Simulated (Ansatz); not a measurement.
The parent structure is SiC in the zinc blende structure (space group F-43m, No. 216; a = 4.3563 Å).

Structures relaxed with r2SCAN (Ansatz, an electronic-structure program), no spin-orbit coupling.

Base:

Simulated powder pattern, Cu Kα1, λ = 1.54056 Å (kinematic, ideal powder, no thermal factors, no anomalous dispersion; the 10 strongest lines at most, above 2 %, up to 2θ = 90°):

| 2θ (°) | I/Imax (%) | hkl |
|---|---|---|
| 35.67 | 100 | (111) |
| 41.42 | 18 | (200) |
| 60.02 | 46 | (220) |
| 71.81 | 35 | (311) |
| 75.54 | 5.0 | (222) |

Perturbation: cell and atoms relaxed at a pressure of 9 GPa.

Task: How do the reflections move or split?

Result: 
Simulated powder pattern, Cu Kα1, λ = 1.54056 Å (kinematic, ideal powder, no thermal factors, no anomalous dispersion; the 10 strongest lines at most, above 2 %, up to 2θ = 90°):

```
2θ (°)  I/Imax (%)    hkl
------  ----------  -----
36.12          100  (111)
41.96           18  (200)
60.84           46  (220)
72.84           35  (311)
76.65          5.0  (222)
```

The indices refer to the base's conventional cell; one index is shown for lines that coincide.

Load acts through the strain it causes; cell and atoms are relaxed under it. Whether these cells are dynamically stable was not tested. Competing high-pressure phases were not computed.
